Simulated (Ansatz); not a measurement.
PBE against PBEsol: Al2O3, pressure 30 GPa

Base system: Al2O3 in the corundum structure (space group R-3c, No. 167; a = 4.808 Å, c = 13.122 Å (hexagonal axes)).

(Cell as relaxed with PBE.)

Levels (all Ansatz, an electronic-structure program, PAW, earlier PAW set): PBE (420 eV, spin-orbit coupling left out); PBEsol (420 eV, no SOC).

Each level relaxes its own structure.

```tsv
base	PBE	PBEsol
volume per atom	8.76 Å³	8.56 Å³
lattice parameter a	4.808 Å	4.773 Å
band gap	5.86 eV	6.04 eV
```

Perturbation: a hydrostatic pressure of 30 GPa.

```csv
quantity,PBE,PBEsol
volume per atom,7.88 Å³,?
"valence-band top at Γ (three highest levels, from the VBM)","0.00, -0.11, -0.11 eV",?
shift of the gap caused by the change,+1.30 eV,?
band gap,7.16 eV,?
```

Predict the PBEsol column.


- volume per atom, PBEsol: 7.73 Å³
- valence-band top at Γ (three highest levels, from the VBM), PBEsol: 0.00, -0.12, -0.12 eV
- shift of the gap caused by the change, PBEsol: +1.25 eV
- band gap, PBEsol: 7.29 eV

PBE's volume per atom lies 0.15 Å³ above PBEsol's (1.9 %); PBE's shift of the gap caused by the change lies 0.059 eV above PBEsol's; PBE's band gap lies 0.121 eV below PBEsol's. Neither level is exact; PBEsol is the comparison here, not a measurement.

Load acts through the strain it causes; cell and atoms are relaxed under it. Whether these cells are dynamically stable was not tested. No other phases were tried under pressure.
